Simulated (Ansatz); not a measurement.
# BeS (model structure, within 0.1 Å of P6₂22, No. 180, 6 atoms in the cell)

Computed with PBEsol (Ansatz, an electronic-structure program, plane waves, PAW).

Numerical settings: plane-wave cutoff 500 eV, 18×18×6 k mesh (along the axes of the cell as run), Fermi–Dirac smearing 0.05 eV, scalar-relativistic PAW data made under PBE.

Cell (relaxed at this level):

```xyz
6
Lattice="3.4239 0.0000 0.0000 -1.7120 2.9652 0.0000 0.0000 0.0000 7.7463" Properties=species:S:1:pos:R:3 pbc="T T T"
Be     1.7127     0.0000     5.1642
Be    -0.8564     1.4833     2.5821
Be     0.8556     1.4819     0.0000
S      1.7130     0.0000     1.2910
S     -0.8565     1.4835     6.4552
S      0.8554     1.4817     3.8731
```

```
Property                       Result
--------  ---------------------------
band gap  2.49 eV (on the SCF k mesh)
```

Computed values are for the static lattice.

The result took very roughly 4 core-minutes.

A model structure was made by putting elements into a prototype or built by hand; it is no filed structure, need not be a known phase, and can be a saddle point held by its symmetry.
